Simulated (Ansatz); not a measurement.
Consider an 8-atom supercell of AlRu in the CsCl type structure (space group Pm-3m, No. 221; a = 3.004 Å) at its relaxed geometry.

Computed with PBE, PAW, 420 eV (Ansatz, a first-principles code; no SOC), earlier PAW set.

One neutral defect a cell, atoms relaxed at fixed cell.

One change was made to it. Results:

| quantity | base | after |
|---|---|---|
| pressure | 0.1 GPa | 61.5 GPa |
| largest displacement of a host atom from its site in the perfect cell | – | 1.65 Å |

Task: What was done to the base?
A) Al on a Ru site (antisite), symmetric start
B) Ru interstitial (started 1.50 Å from the nearest host atom)
C) Ru vacancy

Result: B, Ru interstitial (started 1.50 Å from the nearest host atom). For comparison, the pressure in the other runs: Ru vacancy gives -4.6 GPa; Al on a Ru site (antisite), symmetric start gives 4.0 GPa.

The cell is small, so the values are those of an ordered compound at a high defect concentration; dilute-limit values will differ. Defects with a symmetric start kept the site's symmetry and may sit on a saddle; the others started slightly shaken. All final runs are without spin polarisation.
